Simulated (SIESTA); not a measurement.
SIESTA 5.4.2, DFT, PBE, numerical atomic orbitals DZP, PseudoDojo PBE standard norm-conserving (rewritten from UPF to PSML): fluorite CoSi2, atoms displaced (Co4Si8), 12 atoms. Basis and mesh were picked for this test and aren't claimed converged.

```
Property                                                Value
----------------------------  -------------------------------
cell                          7.59, 7.59, 3.79 Å; 60, 60, 60°
distance to the nearest atom                   2.23 to 2.30 Å
task                                                      scf
k mesh                                                  6×6×6
PAO.BasisSize                                             DZP
PAO.EnergyShift                                       0.01 Ry
MeshCutoff                                             300 Ry
ElectronicTemperature                                  1000 K
MaxSCFIterations                                          200
SCF.Mixer.Method                                        Pulay
SCF.Mixer.Weight                                          0.1
SCF.Mixer.History                                           6
SCF.DM.Tolerance                                       0.0001
Diag.ParallelOverK                                       true
SolutionMethod                               diagon (default)
Diag.Algorithm                   Divide-and-Conquer (default)
SCF.Mix                                 Hamiltonian (default)
SCF.H.Tolerance                            0.001 eV (default)
SCF.Mixer.Variant                            stable (default)
k-points                                                  132
basis orbitals                                            180
electrons                                                 100
real-space mesh                                      72×72×36
```

It runs on a single node (Intel Xeon 6 (Granite Rapids), 96 cores on 1 socket, 2 hardware threads a core, 3 L3 cache groups, 3 NUMA nodes).

Run on 12 ranks × 2 threads, it takes 12 s from launch to exit:

```bash
OMP_NUM_THREADS=2 mpirun -np 12 siesta input.fdf
```

From its output:

```
* Running on 12 nodes in parallel.
initatomlists: Number of atoms, orbitals, and projectors:     12   180   216
redata: SCF mix quantity                            = Hamiltonian
redata: Electronic Temperature                      =  1000.0000 K
mix.SCF: Pulay mixing                            = Pulay
mix.SCF:    Variant                              = stable
mix.SCF:    History steps                        = 6
mix.SCF:    Linear mixing weight                 =     0.100000
mix.SCF:    Mixing weight                        =     0.100000
mix.SCF:    SVD condition                        = 0.1000E-07
Total number of electrons:   100.000000
* ProcessorY, Blocksize:    4  15
* Orbital distribution balance (max,min):    15    15
siesta: k-grid: Number of k-points = 132
diag: Algorithm                                     = D&C
diag: Parallel over k                               =   T
diag: Use parallel 2D distribution                  =   T
diag: Parallel block-size                           = 15
diag: Parallel distribution                         =     3 x     4
    nrows_g=180 nrows=15 sparsity=.5388 nnzs=17457, refcount: 7>
    nrows_g=180 nrows=15 sparsity=.5388 nnzs=17457, refcount: 8>
InitMesh: MESH = 72 x 72 x 36 = 186624
InitMesh: Mesh cutoff (required, used) =   300.000   373.326 Ry
...
             Section          Calls    Walltime       %
 global_section                   1      11.504  100.00
  siesta                          1      11.504  100.00
   Setup                          1       0.171    1.49
    bands                         1       0.000    0.00
    KSV_init                      1       0.000    0.00
   IterGeom                       1      11.285   98.10
    geom_init                     1       1.121    9.74
     state_init                   1       0.458    3.98
      hsparse                     1       0.005    0.04
      overlap                     1       0.002    0.02
     Setup_H0                     1       0.491    4.27
      naefs                       1       0.000    0.00
      dnaefs                      1       0.000    0.00
      two-body                    1       0.000    0.00
       MolMec                     1       0.000    0.00
      kinefsm                     1       0.002    0.02
      nlefsm                      1       0.040    0.35
      DHSCF_Init                  1       0.448    3.90
       DHSCF1                     1       0.033    0.29
        InitMesh                  1       0.033    0.29
       DHSCF2                     1       0.415    3.61
        REMESH                    1       0.142    1.23
        REORD                     2       0.000    0.00
        PHION                     1       0.212    1.84
        dscfComm                  1       0.001    0.00
        COMM_BSC                  1       0.000    0.00
        POISON                    1       0.001    0.01
     setup_H                      1       0.172    1.50
      DHSCF                       1       0.172    1.49
       DHSCF3                     1       0.172    1.49
        rhoofd                    1       0.094    0.81
        COMM_BSC                  2       0.000    0.00
        POISON                    1       0.001    0.01
        XC                        1       0.012    0.10
        vmat                      1       0.065    0.56
    IterSCF                      16       9.512   82.69
     compute_dm                  16       6.753   58.70
      diagon                     16       6.744   58.62
       cdiag                    352       1.739   15.11
        cdiag1                  352       0.101    0.88
        cdiag2                  352       0.237    2.06
        cdiag3                  352       1.365   11.86
        cdiag4                  176       0.020    0.17
     setup_H                     16       2.716   23.61
      DHSCF                      16       2.713   23.58
       DHSCF3                    16       2.713   23.58
        rhoofd                   16       1.463   12.72
        COMM_BSC                 32       0.004    0.04
        POISON                   16       0.012    0.10
        XC                       16       0.188    1.63
        vmat                     16       1.038    9.02
     MIXER                       15       0.008    0.07
    PostSCF                       1       0.651    5.66
     FINAL_HF                     1       0.651    5.66
      naefs                       1       0.000    0.00
      kinefsm                     1       0.003    0.02
      nlefsm                      1       0.049    0.42
      DHSCF                       1       0.504    4.38
       DHSCF3                     1       0.168    1.46
        rhoofd                    1       0.091    0.79
        COMM_BSC                  2       0.000    0.00
        POISON                    1       0.001    0.01
        XC                        1       0.012    0.10
        vmat                      1       0.064    0.56
       DHSCF4                     1       0.337    2.93
        REORD                    10       0.000    0.00
        COMM_BSC                  2       0.000    0.00
        dfscf                     1       0.300    2.61
      overfsm                     1       0.003    0.02
      MolMec                      1       0.000    0.00
      writeHSX                    1       0.003    0.02
    state_analysis                1       0.000    0.00
    siesta_move                   1       0.000    0.00
   Analysis                       1       0.009    0.08
    optical                       1       0.000    0.00
```

Times are wall-clock medians of two to five runs, from launch to exit, with nothing else on the machine. Unless noted, each process is bound to its own block of adjacent cores. The build: conda-forge: Open MPI, OpenBLAS, ScaLAPACK, ELSI, no OpenMP; another build can shift the numbers. Scratch files lie in a memory file system.

Q: What holds this run back, and which change relieves it on the same cores with the result kept within 1.0 meV/atom in energy, 10 meV/Å in forces (largest component), 0.050 GPa in pressure?

A: The largest part is solving for the density matrix (compute_dm), 56 % of the time from launch to exit. One change that relieves it (others may too): going from 12 ranks × 2 threads to 24 ranks, the fastest among the values tried that keep the result: 12 s to 8.9 s (1.4× as fast). The largest move is in solving for the density matrix (compute_dm): 6.8 s to 5.0 s. What the program resolved moves too: BlockSize from 15 to 7, ProcessorY from 4 to 6. These two results differ by: energy equal as printed, forces (largest component) under 0.001 meV/Å, pressure equal as printed. Others tried: 8 ranks × 3 threads (16 s); 6 ranks × 4 threads (19 s); 4 ranks × 6 threads (26 s); 3 ranks × 8 threads (35 s); 2 ranks × 12 threads (50 s). 3 planned settings were not run, for want of time.
